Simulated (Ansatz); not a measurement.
# Ni2Si (space group Pnma, No. 62; non-magnetic)

```cif
data_Ni8Si4
_chemical_formula_sum 'Ni8 Si4'
_space_group_name_H-M_alt 'Pnma'
_space_group_IT_number 62
_space_group_name_Hall '-P 2ac 2n'
_cell_length_a 4.93785
_cell_length_b 3.69566
_cell_length_c 7.00770
_cell_angle_alpha 90.000
_cell_angle_beta 90.000
_cell_angle_gamma 90.000
loop_
_atom_site_label
_atom_site_type_symbol
_atom_site_symmetry_multiplicity
_atom_site_Wyckoff_symbol
_atom_site_fract_x
_atom_site_fract_y
_atom_site_fract_z
_atom_site_occupancy
Ni1 Ni 4 c 0.04217 0.25000 0.70560 1
Ni2 Ni 4 c 0.17043 0.25000 0.06003 1
Si1 Si 4 c 0.21035 0.25000 0.38559 1
```

All numbers come from r2SCAN/PAW in Ansatz (a quantum-chemistry and plane-wave program), scalar-relativistic without spin-orbit coupling. Settings: 8×10×6 k-points, 0.05 eV Fermi–Dirac smearing.

```yaml
volume_per_atom: 10.66 Å³
density: 7.56 g/cm³
band_gap: zero
total_energy: -4110.411 eV/atom (σ→0; compares only within this code and set-up)
```

No phonon test of stability was made. Seeded moments were not kept for the base. All final runs are without spin polarisation.
